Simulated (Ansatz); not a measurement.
The reference is Ir in the fcc (Cu type) structure (space group Fm-3m, No. 225; a = 3.831 Å; relaxed with 0.1 eV smearing). Axes: x, y, z lie along the cube axes.

Computed with DFT with PBEsol, PAW potentials and a 420 eV plane-wave cutoff in Ansatz (a program for electronic structure), scalar-relativistic without spin-orbit coupling, earlier PAW set.

Strains are applied to the cell and any free atomic positions relax; under biaxial strain the out-of-plane vector relaxes too; under stress the whole cell relaxes.

One change was made to it. Results:

The volume per atom falls by 0.124 Å³, from 14.06 Å³ to 13.93 Å³; the energy grows by 3.4 meV/atom.

### Question
Name the change that was made.
A. biaxial strain −3.50 %, plane normal [110], relaxed out of plane
B. uniaxial strain ε_xx = +5.96 %
C. biaxial strain −3.74 %, plane normal [001], relaxed out of plane
D. uniaxial stress, 3 GPa tension along x
E. biaxial strain −0.74 %, plane normal [001], relaxed out of plane

### Answer
E, biaxial strain −0.74 %, plane normal [001], relaxed out of plane. For comparison, the energy relative to the base in the other runs: uniaxial stress, 3 GPa tension along x gives +0.8 meV/atom; biaxial strain −3.74 %, plane normal [001], relaxed out of plane gives +96 meV/atom; biaxial strain −3.50 %, plane normal [110], relaxed out of plane gives +95 meV/atom; uniaxial strain ε_xx = +5.96 % gives +88 meV/atom.

Stability under load was not tested beyond the relaxation. The final runs are not spin-polarised.
